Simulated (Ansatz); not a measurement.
Take PbS in the rock salt structure (space group Fm-3m, No. 225; a = 5.9026 Å) as the base.

Calculations: Kohn–Sham DFT with the PBEsol functional, run in Ansatz (an electronic-structure program) with PAW and 420 eV plane waves, no SOC.

Before the change:

```
Item        Result
--------  --------
Pressure  0.00 GPa
```

It is then changed as follows: every lattice vector is shortened by 3.92 %, atoms relaxed at fixed cell.

### Question
How does this affect the energy relative to the base?

### Answer
The energy grows by 75 meV/atom.

### Question
What happens to the pressure?

### Answer
The pressure goes from zero to 9.20 GPa.

The cells carry an imposed strain or load. Whether these cells are dynamically stable was not tested.
